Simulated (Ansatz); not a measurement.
# Mo: energy against strain

Mo (bcc, Im-3m, 15.332 Å³/atom at rest, cube axes along x, y and z) under a strain ε along a cube axis (axis z), the other axes held. PBEsol in Ansatz, a plane-wave DFT program (PAW, default set), 420 eV, 29×29×29 Γ-centred mesh, Fermi-Dirac smearing 0.10 eV; ions are relaxed within the symmetry of each cell.

Here s stands for strain and y for E less E0.

```
strain (%)  E less E0 (meV/atom)
----------  --------------------
-1.50                       5.43
-1.00                       2.37
-0.50                       0.58
0.00                        0.00
0.50                        0.61
1.00                        2.37
1.50                        5.23
3.00                           ?
```

Problem. Using a parabola, estimate the missing y at s = 3.00 from the other rows, showing the fit.

Solution. Least squares gives y = 0.002 - 0.0407·s + 2.3681·s². Residuals (row less fit): 0.039, -0.041, -0.034, -0.002, 0.036, 0.041, -0.039; standard error 0.047 (degrees of freedom: 4). Twice the quadratic coefficient over the volume, 2 × 2.3681 meV × 10⁴ × 0.1602 / 15.332 Å³, is the elastic constant C11 = 495 ± 4 GPa. At the withheld row, y = 0.002 - 0.0407 × 3.0 + 2.3681 × 3.0² = 21.193 meV/atom. The calculation gives 20.15 meV/atom, 1.043 meV/atom below the prediction (5.2 % of the range of y in the table). The row lies outside the fitted rows, so this is an extrapolation. From the scatter of the fitted rows alone, a prediction at this place has a standard error of 0.180 meV/atom, so the miss is 5.8 times that.

One order more, fitted to all 13 runs of the series, follows each within 0.01, so the miss is the next term of a smooth law. In a metal these values are sensitive to mesh and smearing; energies are taken to zero smearing, stresses follow the free energy. Rows are the converged runs of the series near zero and its far end; series whose fitted rows scatter by over a few per cent of the range, as at a crossing or softening among them, aren't shown in this form. Most that stay on the fit to the last digits aren't either.
